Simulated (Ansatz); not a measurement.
# Volume per atom of CdO (model structure, started from the MnP type, P6₃/mmc, No. 194, 8 atoms in the cell) at several levels of theory

No measured value is used here.

```csv
level (code),value (Å³/atom)
PBE (Ansatz),13.76
PBEsol (Ansatz),13.10
PBE-D3(BJ) (Ansatz),13.40
```

Ansatz's density-functional and Hartree–Fock values are scalar-relativistic unless marked +SOC, with PAW data made under PBE.

A model structure was made by putting elements into a prototype or built by hand; it is no filed structure, need not be a known phase, and can be a saddle point held by its symmetry.

Ansatz is an electronic-structure program.
